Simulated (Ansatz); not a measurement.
Consider BaTiO$_{3}$ (space group P4mm, No. 99; a = 3.955 Å, c = 4.046 Å). Axes: x, y, z lie along a, b, c of the conventional cell.

The values are results of PBEsol (Ansatz, a first-principles code), without spin-orbit coupling, earlier PAW set, not measurements.

Base values:

| Item | Value |
|---|---|
| Band gap | 1.85 eV |

It is then changed as follows: compressive biaxial strain of 2.04 % in the plane normal to [001], as in epitaxy on a mismatched substrate; the out-of-plane cell vector and the atoms relax.

**Question.** What does the calculation give for the energy relative to the base after the change?

**Answer.** The energy grows by 10 meV/atom.

**Question.** How does this affect the band gap?

**Answer.** The band gap grows by 0.05 eV (1.85 eV → 1.90 eV).

**Question.** Estimate the effect on the ratio −ε⊥/ε∥.

**Answer.** The ratio −ε⊥/ε∥ amounts to 1.61.

Whether these cells are dynamically stable was not tested. The final runs are not spin-polarised.
